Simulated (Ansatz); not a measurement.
System: cubic perovskite KMgF3. Method: PBE-D4 (Ansatz, a quantum-chemistry and plane-wave program, plane waves, PAW).

Run with plane-wave cutoff 520 eV, 8×8×8 k mesh, Fermi–Dirac smearing 0.01 eV, scalar-relativistic PAW data made under PBE.

Computed at the level's own relaxed cell.

```xyz
5
Lattice="4.0346 0.0000 0.0000 0.0000 4.0346 0.0000 0.0000 0.0000 4.0346" Properties=species:S:1:pos:R:3 pbc="T T T"
K      0.0000     0.0000     0.0000
Mg     2.0173     2.0173     2.0173
F      2.0173     0.0000     2.0173
F      0.0000     2.0173     2.0173
F      2.0173     2.0173     0.0000
```

**Question.** List the 18 lowest band energies at Γ above −25 eV (eV, relative to the valence band maximum), grouping those that round alike.

**Answer.** At Γ: -20.02, -19.41 (×2), -9.20 (×3), -2.32 (×3), -0.59 (×3), -0.32 (×3), 7.06, 10.04 (×2).
